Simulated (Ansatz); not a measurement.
The reference is BP in the zinc blende structure (space group F-43m, No. 216; a = 4.5202 Å). Axes: x, y, z lie along the cube axes.

Structures relaxed with PBEsol/PAW in Ansatz (an electronic-structure program), no SOC, earlier PAW set.

Base:

Simulated powder pattern, Mo Kα, λ = 0.71073 Å (kinematic, ideal powder, no thermal factors, no anomalous dispersion; the 14 strongest lines at most, above 2 %, up to 2θ = 40°):

```csv
2θ (°),I/Imax (%),hkl
15.65,100,(111)
18.09,26,(200)
25.70,49,(220)
30.23,42,(311)
31.61,7.0,(222)
36.66,8.1,(400)
```

After one change:

Simulated powder pattern, Mo Kα, λ = 0.71073 Å (kinematic, ideal powder, no thermal factors, no anomalous dispersion; the 14 strongest lines at most, above 2 %, up to 2θ = 40°):

```json
[
 {"2θ (°)": "15.74", "I/Imax (%)": "100"},
 {"2θ (°)": "18.09", "I/Imax (%)": "17"},
 {"2θ (°)": "18.40", "I/Imax (%)": "8.3"},
 {"2θ (°)": "25.70", "I/Imax (%)": "16"},
 {"2θ (°)": "25.91", "I/Imax (%)": "32"},
 {"2θ (°)": "30.28", "I/Imax (%)": "28"},
 {"2θ (°)": "30.65", "I/Imax (%)": "14"},
 {"2θ (°)": "31.79", "I/Imax (%)": "7.0"},
 {"2θ (°)": "36.66", "I/Imax (%)": "5.5"},
 {"2θ (°)": "37.29", "I/Imax (%)": "2.6"}
]
```

### Question
What was done to the base?
A. uniaxial strain ε_zz = −1.63 %
B. uniaxial strain ε_zz = −5.10 %
C. biaxial strain +1.79 %, plane normal [001], relaxed out of plane
D. biaxial strain −0.91 %, plane normal [001], relaxed out of plane

### Answer
A, uniaxial strain ε_zz = −1.63 %. Its volume per atom is 11.36 Å³ against 11.54 Å³, and its space group is I-4m2 (No. 119).

Stability against distortions was not tested.
